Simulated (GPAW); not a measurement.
GPAW run on Y₂AlCo₃ (R-3m, 6 atoms in the cell): self-consistent single point.

Computed with PBEsol, LCAO dzp, GPAW PAW datasets PBEsol (made by gpaw-setup) (GPAW 25.7.0).

```
CELL_PARAMETERS angstrom
      2.72258     1.57188     3.97860
     -2.72258     1.57188     3.97860
      0.00000    -3.14377     3.97860
ATOMIC_POSITIONS crystal
  Y  0.62858 0.62858 0.62858
  Y  0.37142 0.37142 0.37142
  Al 0.00000 0.00000 0.00000
  Co 0.00000 0.50000 0.00000
  Co 0.00000 0.00000 0.50000
  Co 0.50000 0.00000 0.00000
```

Reference input (self-consistent single point, DFT PBEsol, LCAO dzp, GPAW PAW datasets PBEsol (made by gpaw-setup)): mode = lcao; h = 0.2 Å; basis = dzp; xc = PBEsol; kpts = 4 4 4; mesh shift (steps) = 0 0 0; occupations.name = methfessel-paxton; occupations.width = 0.272 eV; occupations.order = 0; convergence.forces = 0.001 eV/Å; symmetry.symmorphic = false; symmetry.tolerance = 0.0005. This run's input differs from it in these lines:

```diff
@@ -16,3 +16,3 @@
 calc = GPAW(mode='lcao',
-            h=0.2,
+            h=0.283,
             basis='dzp',
```

Log, with long lists cut:

```
     iter     time        total  log10-change:
                         energy   eigst   dens  force
iter:   1 --:--:--   -43.184840        c
iter:   2 --:--:--   -41.282589        c -1.20
iter:   3 --:--:--   -40.785592        c -1.35
iter:   4 --:--:--   -40.916693        c -1.41
iter:   5 --:--:--   -40.606306        c -1.53
iter:   6 --:--:--   -40.473660        c -1.61
iter:   7 --:--:--   -40.413713        c -1.77
iter:   8 --:--:--   -40.427675        c -2.17
iter:   9 --:--:--   -40.394950        c -2.14
iter:  10 --:--:--   -40.391320        c -2.68
iter:  11 --:--:--   -40.389020c       c -2.96
iter:  12 --:--:--   -40.388911c       c -3.34
iter:  13 --:--:--   -40.388819c       c -3.40
iter:  14 --:--:--   -40.388814c       c -3.92
iter:  15 --:--:--   -40.388799c       c -4.03c
iter:  16 --:--:--   -40.388830c       c -4.16c -1.97
iter:  17 --:--:--   -40.388830c       c -4.61c -3.04c
Converged after 17 iterations.

Dipole moment: (0.000000, -0.000000, -12.659697) |e|*Ang

Energy contributions relative to reference atoms: (reference = -304271.586647)

Kinetic:        +43.878711
Potential:      -35.931138
External:        +0.000000
XC:             -49.567233
Entropy (-ST):   -0.242995
Local:           +1.352327
SIC:             +0.000000
--------------------------
Free energy:    -40.510327
Extrapolated:   -40.388830

Showing only first 2 kpts
 Kpt  Band  Eigenvalues  Occupancy
  0    24      8.06521    1.94432
  0    25      8.08365    1.93088
  0    26      8.08378    1.93078
  0    27      8.10809    1.90908

  1    24      7.98933    1.97900
  1    25      8.13664    1.87696
  1    26      8.75631    0.09300
  1    27      8.85822    0.02713

Fermi level: 8.43324

No gap
No difference between direct/indirect transitions
Energy (eV): -40.38883

Forces in eV/Ang:
  0 Y     0.00000   -0.00000    0.11368
  1 Y     0.00000   -0.00000   -0.11368
  2 Al    0.00000   -0.00000    0.00000
  3 Co    0.00000   -0.00000    0.00000
  4 Co    0.00000    0.00000    0.00000
  5 Co    0.00000   -0.00000    0.00000
```

The run converged in 17 iterations. Against the reference run the free energy goes up by 94.7 meV/atom and the largest force goes from 0.064 to 0.114 eV/Å.

The starting cell comes from a database of computed structures (which also holds hypothetical and non-ambient phases and stackings), without a prior relaxation at this level. Its lattice was rescaled by a random factor within 2.5 % of one. Spin polarisation is off. Values carry the incompleteness of an atom-centred basis.

Cost on one core of a shared machine: roughly 6 min.
